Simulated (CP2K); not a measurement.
CP2K run on NaHg₃ (Pm-3m, 4 atoms in the cell): self-consistent single point.

Method: PBEsol, GPW, DZVP-MOLOPT-SR-GTH basis, GTH-PBE potentials (GTH_POTENTIALS) (CP2K).

```xyz
4
Lattice="4.6406 0.0000 0.0000 0.0000 4.6406 0.0000 0.0000 0.0000 4.6406" Properties=species:S:1:pos:R:3 pbc="T T T"
Na     0.0000     0.0000     0.0000
Hg     0.0000     2.3203     2.3203
Hg     2.3203     0.0000     2.3203
Hg     2.3203     2.3203     0.0000
```

Reference input (self-consistent single point, DFT LDA (Pade form), GPW, DZVP-MOLOPT-SR-GTH basis, GTH-PADE potentials (GTH_POTENTIALS)): CUTOFF = 950 Ry; REL_CUTOFF = 60 Ry; SMEAR/METHOD = GAUSSIAN; SIGMA = 0.2 eV; KPOINTS/SCHEME = MONKHORST-PACK 10 10 10; GAMMA_CENTERED = T; XC_FUNCTIONAL = PADE; Na/BASIS_SET = DZVP-MOLOPT-SR-GTH; Na/POTENTIAL = GTH-PADE-q9; Hg/BASIS_SET = DZVP-MOLOPT-SR-GTH; Hg/POTENTIAL = GTH-PADE-q12; METHOD = GPW. This run's input differs from it in these lines:

```diff
@@ -44,3 +44,6 @@
     &XC
-      &XC_FUNCTIONAL PADE
+      &XC_FUNCTIONAL
+        &PBE
+          PARAMETRIZATION PBESOL
+        &END PBE
       &END XC_FUNCTIONAL
@@ -77,3 +80,3 @@
       BASIS_SET DZVP-MOLOPT-SR-GTH
-      POTENTIAL GTH-PADE-q9
+      POTENTIAL GTH-PBE-q9
     &END KIND
@@ -81,3 +84,3 @@
       BASIS_SET DZVP-MOLOPT-SR-GTH
-      POTENTIAL GTH-PADE-q12
+      POTENTIAL GTH-PBE-q12
     &END KIND
```

Output, abridged:

```
 SCF WAVEFUNCTION OPTIMIZATION

  Step     Update method      Time    Convergence         Total energy    Change
     1 NoMix/Diag. 0.20E+00      -     0.60093711      -171.1462304801 -1.71E+02
     2 Broy./Diag. 0.20E+00      -     0.02153383      -172.3852503521 -1.24E+00
     3 Broy./Diag. 0.20E+00      -     0.09486274      -171.7185630767  6.67E-01
     4 Broy./Diag. 0.20E+00      -     0.00492276      -170.9740518955  7.45E-01
     5 Broy./Diag. 0.20E+00      -     0.01149457      -170.8868420128  8.72E-02
     6 Broy./Diag. 0.20E+00      -     0.00095748      -170.8681797399  1.87E-02
   [... 15 lines left out ...]
    22 Broy./Diag. 0.20E+00      -     0.00000071      -170.8959523571 -1.89E-07
    23 Broy./Diag. 0.20E+00      -     0.00000036      -170.8959518733  4.84E-07
    24 Broy./Diag. 0.20E+00      -     0.00000013      -170.8959517355  1.38E-07
    25 Broy./Diag. 0.20E+00      -     0.00000002      -170.8959517747 -3.93E-08
  *** SCF run converged in    25 steps ***

  Overlap energy of the core charge distribution:               0.00000000000402
  Self energy of the core charge distribution:               -340.74081427423710
  Core Hamiltonian energy:                                     99.58924553514265
  Hartree energy:                                              94.91525816897581
  Exchange-correlation energy:                                -24.65873496330603
  Smearing free energy correction:                             -0.00090624132651
  Fermi energy:                                                 0.21835707730288

  Total energy:                                              -170.89595177474999
  Total energy (extrapolated to sigma->0):                   -170.89549865408674

                     Mulliken Population Analysis

   [... lines left out ...]

 STRESS| Analytical stress tensor [bar]
 STRESS|                        x                   y                   z
 STRESS|      x       -2.03526113575E+04   6.08400373911E-04   6.08400060923E-04
 STRESS|      y        6.08400373911E-04  -2.03527040059E+04   6.08401998696E-04
 STRESS|      z        6.08400060923E-04   6.08401998696E-04  -2.03520282560E+04
 STRESS| 1/3 Trace                                            -2.03524478731E+04
```

The run converged in 25 iterations. Against the reference run the pressure goes from -4.07 to -2.04 GPa.

The starting cell comes from a database of computed structures (which also holds hypothetical and non-ambient phases and stackings), without a prior relaxation at this level. Values carry the incompleteness of an atom-centred basis. The potentials were made for another functional than the one used.

Cost on one core of a shared machine: roughly 2 min.
